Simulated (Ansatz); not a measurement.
The starting structures come from a database of crystals and need not be the phases stable at ambient conditions.

Tunnelling through a barrier is set by its complex band structure: the current falls as exp(−2κd) with the smallest κ.

Input:

```
Na4SrO9Si3
1.0
    6.69990     0.00000     0.00000
   -2.22335     6.32023     0.00000
    2.23317     3.15291     5.46642
Na Sr Si O
4 1 3 9
Direct
  0.50380   0.49620   0.00000
  0.97530   0.02470   0.50000
  0.55630   0.02330   0.97360
  0.97670   0.44370   0.02640
  0.50480   0.49520   0.50000
  0.03920   0.96080   0.00000
  0.03850   0.56910   0.46460
  0.43090   0.96150   0.53540
  0.02250   0.75350   0.23850
  0.24650   0.97750   0.76150
  0.16190   0.22810   0.97090
  0.77190   0.83810   0.02910
  0.16560   0.42500   0.37580
  0.57500   0.83440   0.62420
  0.76900   0.42280   0.70040
  0.57720   0.23100   0.29960
  0.23690   0.76310   0.50000
```

Space group of this cell: C2. The cell is taken as given; by PBEsol its mean pressure is -2.8 GPa.

Transport runs along the normal of the first two printed cell vectors.

The gap is the functional's own, uncorrected, and κ follows it; spin-orbit coupling is left out. Mid-gap values are interpolated between the computed energies.

Task: Compute, with Ansatz (a first-principles code) with PBEsol, the band gap and the smallest decay constant κ at mid-gap.

Result: Gap 4.00 eV on a 6×6×6 mesh; κ = 0.375 1/Å, at the zone centre.
